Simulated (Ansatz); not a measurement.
# Hypothetical Pm-3n BN, response to strain

Consider BN (space group Pm-3n, No. 223; a = 4.440 Å; a hypothetical phase, not in the database extracts checked). Axes: x, y, z lie along the cube axes.

Strains are applied to the cell and any free atomic positions relax; under biaxial strain the out-of-plane vector relaxes too; under stress the whole cell relaxes.

Levels (all Ansatz, a first-principles code, PAW): PBE (420 eV, no spin-orbit coupling); PBEsol (420 eV, scalar-relativistic without spin-orbit coupling).

The base cell above is that of PBE; each level relaxes its own structures.

| case | band gap, PBE | band gap, PBEsol |
|---|---|---|
| biaxial strain −3.61 %, plane normal [001], relaxed out of plane | 4.18 eV | 3.98 eV |
| isotropic strain −1.56 % | 4.58 eV | 4.40 eV |
| uniaxial strain ε_zz = −2.66 % | 4.13 eV | 3.95 eV |
| uniaxial stress, 0.5 GPa tension along z | 4.55 eV | 4.39 eV |

PBE lies above PBEsol in every row, by 0.16 eV to 0.20 eV. They put the cases in the same order.

Beyond what the load breaks, stability against distortions was not tested.
